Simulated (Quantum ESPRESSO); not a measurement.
# Sensitivity of a calculation on WS2 (P6_3/mmc, 6 atoms in the cell) to its settings

```yaml
crystal:
  lattice:
    - [3.21925, 0.00000, 0.00000]
    - [-1.60962, 2.78795, 0.00000]
    - [0.00000, 0.00000, 13.12104]
  atoms:
    - { symbol: W, position: [0.33333, 0.66667, 0.25000] }
    - { symbol: W, position: [0.66667, 0.33333, 0.75000] }
    - { symbol: S, position: [0.33333, 0.66667, 0.62980] }
    - { symbol: S, position: [0.66667, 0.33333, 0.37020] }
    - { symbol: S, position: [0.66667, 0.33333, 0.12980] }
    - { symbol: S, position: [0.33333, 0.66667, 0.87020] }
```

Base run A: PBEsol, PseudoDojo standard norm-conserving (PBESOL) pseudopotentials in Quantum ESPRESSO, self-consistent single point.

Its settings: ecutwfc = 75 Ry; occupations = fixed; potentials = {W: W.upf, S: S.upf}; K_POINTS = automatic 12 12 3 0 0 0; nbnd = 28; conv_thr = 1e-09 Ry; mixing_beta = 0.7.

The starting cell comes from a database of computed structures (which also holds hypothetical and non-ambient phases and stackings), without a prior relaxation at this level. Its lattice was rescaled by a random factor within 2.5 % of one. In the base run, with a pressure of about -7 GPa the cell is away from its equilibrium volume at this level.

Run A gave: pressure (GPa) -7.41; largest force (eV/Å) 0.662; k-points 38.

Runs:
- B: K_POINTS: automatic 12 12 3 0 0 0 → automatic 10 10 2 0 0 0; potentials: PseudoDojo stringent norm-conserving (PBE) [PBE]
- C: K_POINTS: automatic 12 12 3 0 0 0 → automatic 11 11 3 0 0 0; potentials: PseudoDojo stringent norm-conserving (PBE) [PBE]

**Question.** What does run B change against A?

**Answer.** The pressure goes from -7.41 to -2.99 GPa and the largest force goes from 0.662 to 0.351 eV/Å.

**Question.** What does run C change against A?

**Answer.** The pressure goes from -7.41 to -2.99 GPa and the largest force goes from 0.662 to 0.351 eV/Å.

```json
[
 {"run": "A", "pressure (GPa)": "-7.41", "largest force (eV/Å)": "0.662", "k-points": "38"},
 {"run": "B", "pressure (GPa)": "-2.99", "largest force (eV/Å)": "0.351", "k-points": "28"},
 {"run": "C", "pressure (GPa)": "-2.99", "largest force (eV/Å)": "0.351", "k-points": "32"}
]
```
